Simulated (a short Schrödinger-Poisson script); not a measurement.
System: symmetric double-gate stack, SiO2 on p-type Ge(100), at 300 K.

| layer | material | thickness (nm) | Na (cm⁻³) |
|---|---|---|---|
| 1 | SiO2 | 3.2 | - |
| 2 | Ge | 10 | 1e16 |
| 3 | SiO2 | 3.2 | - |

The device is made up for the run: typed textbook-type constants, with dimensions and the other settings drawn at random. SiO2: permittivity 3.9, conduction-band edge (eV) 3.1, gap (eV) 9, electron mass (mₑ) 0.5. Ge: permittivity 16, conduction-band edge (eV) 0, gap (eV) 0.664, Nv at 300 K (cm⁻³) 6e18.

Channel valleys (confinement mass, in-plane density-of-states mass, number): L4 0.12, 0.295, 4. At the gates, both at one voltage, the conduction-band edge of layer 1 lies 3.2 eV − eVg above the Fermi level of the channel. Gaps are held at their typed values at every temperature. Mesh 0.03 nm at interfaces.

Solved with a short Schrödinger-Poisson script written for these runs: 1D Poisson equation in equilibrium, electrons classical, Fermi-Dirac, parabolic valleys, classical holes, full ionisation, no traps, pinning or gate leakage.

The same stack at other levels of the model or other numerical settings:

| run | sheet density of all electrons at Vg = 2.25 V (cm⁻²) | sheet density of all electrons at Vg = 0.45 V (cm⁻²) | capacitance of both gates at Vg = 2.25 V (μF/cm²) | rough cost against the base |
|---|---|---|---|---|
| base | 2.66e13 | 4.52e12 | 2.00 | about 1 |
| electrons treated as classical, Boltzmann | 2.76e13 | ? | ? | 0.3 |
| electrons treated as quantum, Hartree | 2.40e13 | ? | 1.86 | 6 |
| mesh six times as coarse | 2.65e13 | 4.50e12 | 1.99 | 0.4 |

Complete the blanks.


- electrons treated as classical, Boltzmann, capacitance of both gates at Vg = 2.25 V (μF/cm²): 2.10
- electrons treated as classical, Boltzmann, sheet density of all electrons at Vg = 0.45 V (cm⁻²): 4.59e12
- electrons treated as quantum, Hartree, sheet density of all electrons at Vg = 0.45 V (cm⁻²): 3.84e12

The classical rows ignore confinement, and Boltzmann statistics overrate the density once the band edge passes the Fermi level.

Only the L valleys are kept; under strong confinement the Δ valleys of Ge fill too.
